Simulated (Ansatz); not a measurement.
## What 2 layers does to CuI

Start from CuI in the zinc blende structure (space group F-43m, No. 216; a = 6.023 Å). Axes: x, y, z lie along the cube axes.

Perturbation: a free-standing slab of 2 layers (4 atoms, 2 a layer) is cut normal to [110], with 15 Å of vacuum and the in-plane cell held at bulk.

Calculations: r2SCAN in Ansatz (plane waves to 500 eV, PAW, scalar-relativistic without spin-orbit coupling). k-mesh 8×6×1 (Γ-centred); smearing 0.05 eV (Fermi–Dirac), for the changed cell.

| quantity | base | changed | shift |
|---|---|---|---|
| layer's space group (with vacuum) | – | Pmn2_1 (No. 31) | – |
| shortest interatomic distance | 2.608 Å | 2.514 Å | -0.094 Å |
| band gap | 1.67 eV | 2.35 eV | +0.68 eV |
| gap character | – | direct at Γ | – |
| valence-band top at Γ (three highest levels, from the VBM) | 0.00, 0.00, 0.00 eV | 0.00, -0.84, -1.21 eV | – |
| excess energy per area of both faces (slab less bulk energy over the cell's area: twice a surface energy) | – | 0.28 J/m² | – |

Final structure:

```xyz
4
Lattice="4.2589 0.0000 0.0000 0.0000 6.0230 0.0000 0.0000 0.0000 17.1295" Properties=species:S:1:pos:R:3 pbc="T T T"
I      3.1942     2.7837     7.3286
Cu     1.0647     1.7335     8.2283
I      5.3237     5.7953     9.8009
Cu     3.1942     4.7450     8.9011
```

Cost of the whole job for the changed cell (relaxation, final SCF and bands): very roughly 14 core-minutes.

Slab and bulk use different k-meshes, which limits the precision of the excess energy. Spin-orbit coupling, missing from the scalar runs, can matter with I. No phonon test of stability was made. The final runs are not spin-polarised. k-point labels follow each cell's own Brillouin zone.

Ansatz is a program for electronic structure.
